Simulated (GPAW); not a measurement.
Input and output of a self-consistent single point for VCrB2 (Amm2, 4 atoms in the cell) (GPAW).

Method: LDA (Perdew-Wang 92), GPAW PAW datasets LDA (gpaw-data 1.0.1) (plane waves; GPAW).

The change in words: lattice scaled by 0.98. Reference geometry:
```
CELL_PARAMETERS angstrom
      2.99017     0.00000     0.00000
      0.00000     1.51800     4.03244
      0.00000    -1.51800     4.03244
ATOMIC_POSITIONS crystal
  V  0.50000 0.14781 0.14781
  Cr 0.00000 0.85370 0.85370
  B  0.00000 0.56275 0.56275
  B  0.50000 0.43574 0.43574
```

Reference input (self-consistent single point, DFT LDA (Perdew-Wang 92), plane waves, GPAW PAW datasets LDA (gpaw-data 1.0.1)): mode = pw; ecut = 950 eV; xc = LDA; kpts = 9 9 9; mesh shift (steps) = 0 0 0; occupations.name = fermi-dirac; occupations.width = 0.05 eV; nbands = -12; convergence.density = 1e-05 e/electron; symmetry.symmorphic = false; symmetry.tolerance = 0.0005; maxiter = 150. This run's input differs from it in these lines:

```diff
@@ -5,9 +5,9 @@
 atoms = Atoms(['V', 'Cr', 'B', 'B'],
-              cell=[[2.990166, 0.000000, 0.000000],
-                    [0.000000, 1.518004, 4.032443],
-                    [0.000000, -1.518004, 4.032443]],
-              positions=[[1.495083, -0.000000, 1.192071],
-                         [0.000000, -0.000000, 6.884993],
-                         [0.000000, -0.000000, 4.538515],
-                         [1.495083, 0.000000, 3.514193]],
+              cell=[[2.930363, 0.000000, 0.000000],
+                    [0.000000, 1.487644, 3.951794],
+                    [0.000000, -1.487644, 3.951794]],
+              positions=[[1.465181, -0.000000, 1.168229],
+                         [0.000000, 0.000000, 6.747293],
+                         [0.000000, 0.000000, 4.447744],
+                         [1.465181, 0.000000, 3.443909]],
               pbc=True)
```

Output, abridged:

```
     iter     time        total  log10-change:
                         energy   eigst   dens
iter:   1 --:--:--   -46.663314
iter:   2 --:--:--   -42.365623   -0.48  -0.87
iter:   3 --:--:--   -39.138060   -0.51  -0.99
iter:   4 --:--:--   -38.687071   -1.43  -1.26
iter:   5 --:--:--   -38.067858   -1.61  -1.33
iter:   6 --:--:--   -38.160512   -2.19  -1.63
iter:   7 --:--:--   -37.992184   -1.77  -1.64
iter:   8 --:--:--   -38.043752   -2.22  -2.15
iter:   9 --:--:--   -37.986096   -2.28  -1.99
iter:  10 --:--:--   -37.986672   -2.82  -2.84
iter:  11 --:--:--   -37.986935c  -3.18  -2.91
iter:  12 --:--:--   -37.987038c  -3.61  -2.88
iter:  13 --:--:--   -37.987277c  -3.90  -2.83
iter:  14 --:--:--   -37.987179c  -3.99  -2.84
iter:  15 --:--:--   -37.987161c  -4.53  -2.87
   [... 4 lines left out ...]
iter:  20 --:--:--   -37.987041c  -5.65  -3.82
iter:  21 --:--:--   -37.987041c  -6.18  -4.47
iter:  22 --:--:--   -37.987041c  -6.71  -4.56
iter:  23 --:--:--   -37.987041c  -7.05  -4.59
iter:  24 --:--:--   -37.987040c  -7.51c -4.64
iter:  25 --:--:--   -37.987040c  -7.57c -4.72
iter:  26 --:--:--   -37.987040c  -8.22c -4.82
iter:  27 --:--:--   -37.987040c  -8.20c -4.90
iter:  28 --:--:--   -37.987040c  -8.66c -5.20c
Converged after 28 iterations.

Dipole moment: (-0.000004, 0.000000, 0.244421) |e|*Ang

Energy contributions relative to reference atoms: (reference = -55619.513764)

Kinetic:         -3.125369
Potential:       -1.489723
External:        +0.000000
XC:             -33.638956
Entropy (-ST):   -0.018793
Local:           +0.276405
SIC:             +0.000000
--------------------------
Free energy:    -37.996437
Extrapolated:   -37.987040

Showing only first 2 kpts
 Kpt  Band  Eigenvalues  Occupancy
  0    10     10.23161    2.00000
  0    11     11.17441    1.99971
  0    12     11.51635    1.75929
  0    13     11.71144    0.25733

  1    10     10.35397    2.00000
  1    11     10.84460    2.00000
  1    12     10.88529    2.00000
  1    13     11.41843    1.96212

Fermi level: 11.61580

No gap
No difference between direct/indirect transitions
Energy (eV): -37.98704

Forces in eV/Ang:
  0 V     0.00000    0.00000   -0.12332
  1 Cr    0.00000    0.00000    0.07122
  2 B     0.00000    0.00000   -0.08519
  3 B     0.00000    0.00000    0.13750

Stress tensor:
     0.073544     0.000000     0.000000
     0.000000     0.068891     0.000000
     0.000000     0.000000     0.069586
Stress (GPa, Voigt): [11.783  11.0375 11.149   0.      0.      0.    ]
```

The run converged in 28 iterations. GPAW prints stress with tension positive. Against the reference run the free energy goes down by 63.9 meV/atom and the largest force goes from 0.266 to 0.138 eV/Å.

At such cutoffs GPAW's stress carries a finite-basis (Pulay) error, which enters relaxed cells too; its log prints stress with tension positive.

The starting cell comes from a database of computed structures (which also holds hypothetical and non-ambient phases and stackings), without a prior relaxation at this level. Its lattice was rescaled by a random factor within 2.5 % of one. For this run, on top of that: lattice scaled by 0.98. Spin polarisation is off.

Cost on one core of a shared machine: roughly 5 min.
